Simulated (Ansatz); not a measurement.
Start from GaSb in the zinc blende structure (space group F-43m, No. 216; a = 6.214 Å).

Level of theory: PBE (Ansatz, an electronic-structure program), without spin-orbit coupling, earlier PAW set.

Before the change:

| Property | Value |
|---|---|
| Volume per atom | 29.99 Å³ |

Now apply this change: cell and atoms relaxed at a pressure of 3 GPa.

What does the calculation give for the volume per atom and valley order after the change?

The volume per atom falls by 1.699 Å³ to 28.30 Å³; the valley order (the lowest conduction-band minima on the path, energy above the VBM, named in the base's zone) comes out as Γ 0.12 eV; L along ⟨111⟩ 0.43 eV; a point along ⟨100⟩, about 0.9 Å⁻¹ from Γ 0.86 eV.

Spin-orbit coupling, missing from the scalar runs, can matter with Sb. The levels and masses belong to the bands next to the band gap. Load acts through the strain it causes; cell and atoms are relaxed under it. Whether these cells are dynamically stable was not tested. Tetrahedral semiconductors of this kind turn to denser phases somewhere between about 1 and 50 GPa; those were not computed, so compressed cells here can lie past the real transition. All final runs are without spin polarisation.
